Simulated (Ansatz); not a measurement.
Consider SnTe in the rock salt structure (space group Fm-3m, No. 225; a = 6.289 Å).

Structures relaxed with PBEsol (Ansatz, an electronic-structure program; PAW; 420 eV plane waves; no spin-orbit coupling).

Base:

Simulated powder pattern, Cu Kα1, λ = 1.54056 Å (kinematic, ideal powder, no thermal factors, no anomalous dispersion; the 8 strongest lines at most, above 2 %, up to 2θ = 90°):

```json
[
 {"2θ (°)": "28.36", "I/Imax (%)": "100", "hkl": "(200)"},
 {"2θ (°)": "40.54", "I/Imax (%)": "76", "hkl": "(220)"},
 {"2θ (°)": "50.21", "I/Imax (%)": "27", "hkl": "(222)"},
 {"2θ (°)": "58.67", "I/Imax (%)": "13", "hkl": "(400)"},
 {"2θ (°)": "66.42", "I/Imax (%)": "34", "hkl": "(420)"},
 {"2θ (°)": "73.74", "I/Imax (%)": "25", "hkl": "(422)"},
 {"2θ (°)": "87.71", "I/Imax (%)": "8.2", "hkl": "(440)"}
]
```

After one change:

Simulated powder pattern, Cu Kα1, λ = 1.54056 Å (kinematic, ideal powder, no thermal factors, no anomalous dispersion; the 8 strongest lines at most, above 2 %, up to 2θ = 90°):

```csv
2θ (°),I/Imax (%)
28.50,100
40.75,76
50.48,27
58.99,12
66.80,34
74.17,25
88.27,8.2
```

Q: What was done to the base?
(A) isotropic strain −0.50 %
(B) isotropic strain +2.00 %
(C) isotropic strain +3.00 %
(D) isotropic strain +2.50 %

A: A, isotropic strain −0.50 %. Its volume per atom is 30.63 Å³ against 31.09 Å³, and its space group is Fm-3m (No. 225).

No phonon test of stability was made. All final runs are without spin polarisation.
